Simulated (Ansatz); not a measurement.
Data:

```xyz
2
Lattice="0.0000 2.9044 2.9044 2.9044 0.0000 2.9044 2.9044 2.9044 0.0000" Properties=species:S:1:pos:R:3 pbc="T T T"
N      4.3566     4.3566     4.3566
La     0.0000     0.0000     0.0000
```

No spin polarisation.

A single point on hypothetical zinc blende LaN with a change (isotropic strain +4.73 %), its geometry relaxed with PBEsol.

The values are results of r2SCAN, PAW, 500 eV (Ansatz, a first-principles code; scalar-relativistic without spin-orbit coupling), not measurements. Settings: 10×10×10 k-points, 0.05 eV Fermi–Dirac smearing.

### Question
Predict the smallest direct gap, gap character and band gap.

### Answer
The smallest direct gap comes out as 2.34 eV, the gap character is indirect, X → Γ and the band gap is 1.42 eV.

Single points use the geometry relaxed with PBEsol. Whether these cells are dynamically stable was not tested. The cell was made from LaN in the zinc blende structure (space group F-43m, No. 216; a hypothetical phase, not in the database extracts checked) by this change: isotropic strain +4.73 %.
